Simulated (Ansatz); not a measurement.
Fluorite NiSi2, treated with PBE-D3(BJ) (PAW; Ansatz, an electronic-structure program).

Settings: plane-wave cutoff 520 eV, 18×18×18 k mesh, Fermi–Dirac smearing 0.05 eV, no spin polarisation, scalar-relativistic PAW data made under PBE.

A third-order Birch–Murnaghan fit to the energies gives V0 = 12.982 Å³/atom, B0 = 159 GPa, B′ = 4.4.

```
V (Å³/atom)  P (GPa)
-----------  -------
12.202         11.29
12.462          7.10
12.722          3.36
12.981          0.01
13.241         -3.01
13.500             …
13.760             …
```

Q: Estimate the withheld pressures from this fit; the answers are the runs' own values.

A: 
- 13.500, P (GPa): -5.72
- 13.760, P (GPa): -8.14

The formula P = (3/2) B0 (x^(7/3) − x^(5/3)) [1 + (3/4)(B′ − 4)(x^(2/3) − 1)] with x = V0/V meets the computed pressures within 0.02 GPa when these rounded values are put in.

Measured, for comparison: equilibrium volume per atom 13.17 Å³/atom (temperature not stated, not corrected to a static lattice; as tabulated in Wikipedia's data pages). Computed (rounded) less measured: equilibrium volume per atom -1.4 %. A static lattice is as a rule a little smaller and stiffer than an uncorrected measurement, which narrows the difference in the equilibrium volume per atom and would widen misses of the other sign.

Static lattice: no zero-point or thermal effects.

The result took very roughly 2.3 core-minutes.
